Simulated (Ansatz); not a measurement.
Take HfS$_{2}$ in the CdI2 type structure (space group P-3m1, No. 164; layered, stacked along the Cartesian z axis) as the base.

```yaml
crystal:
  lattice:
    - [3.60570, 0.00000, 0.00000]
    - [-1.80285, 3.12262, 0.00000]
    - [0.00000, 0.00000, 5.76762]
  atoms:
    - { symbol: Hf, position: [0.00000, 0.00000, 0.00000] }
    - { symbol: S, position: [0.33333, 0.66667, 0.25252] }
    - { symbol: S, position: [0.66667, 0.33333, 0.74748] }
```

Cartesian axes are those of the cell as printed.

Computed with Ansatz (an electronic-structure program) PBE-D3(BJ), scalar-relativistic without spin-orbit coupling.

For the base:

The shortest interatomic distance comes out as 2.541 Å.

One thing is altered: uniaxial strain ε_zz = +0.50 %, all other strain components held at zero, atoms relaxed at fixed cell.

Problem. How does this affect the shortest interatomic distance, energy relative to the base and stress?

Solution. The shortest interatomic distance remains 2.541 Å; the energy stays essentially unchanged; the stress (xx, yy, zz, yz, xz, xy; compression positive) comes out as (-0.03, -0.03, -0.20, 0.00, 0.00, 0.00) GPa.

Whether these cells are dynamically stable was not tested.
